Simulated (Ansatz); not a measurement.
Tunnelling through a barrier is set by its complex band structure: the current falls as exp(−2κd) with the smallest κ.

```yaml
crystal:
  lattice:
    - [5.39682, 0.00000, 0.00000]
    - [0.00000, 5.39682, 0.00000]
    - [0.00000, 0.00000, 5.39682]
  atoms:
    - { symbol: Fe, position: [0.00000, 0.50000, 0.50000] }
    - { symbol: Fe, position: [0.50000, 0.50000, 0.00000] }
    - { symbol: Fe, position: [0.50000, 0.00000, 0.50000] }
    - { symbol: Fe, position: [0.00000, 0.00000, 0.00000] }
    - { symbol: S, position: [0.61462, 0.88538, 0.88538] }
    - { symbol: S, position: [0.38538, 0.11462, 0.11462] }
    - { symbol: S, position: [0.88538, 0.11462, 0.38538] }
    - { symbol: S, position: [0.11462, 0.88538, 0.61462] }
    - { symbol: S, position: [0.11462, 0.61462, 0.11462] }
    - { symbol: S, position: [0.88538, 0.38538, 0.88538] }
    - { symbol: S, position: [0.38538, 0.38538, 0.61462] }
    - { symbol: S, position: [0.61462, 0.61462, 0.38538] }
```

The cell is taken as given; by PBEsol it stands under a pressure of -6.3 GPa.

Transport runs along the normal of the first two printed cell vectors, the (001) plane of the conventional cell.

The gap is the functional's own, uncorrected, and κ follows it; spin-orbit coupling is left out. Mid-gap means the computed energy nearest the middle.

**Question.** Estimate the band gap and the smallest decay constant κ at mid-gap that PBEsol (Ansatz, a quantum-chemistry and plane-wave program) returns for this system.

**Answer.** Gap 0.60 eV on a 6×6×6 mesh; κ = 0.160 1/Å, at the zone centre.
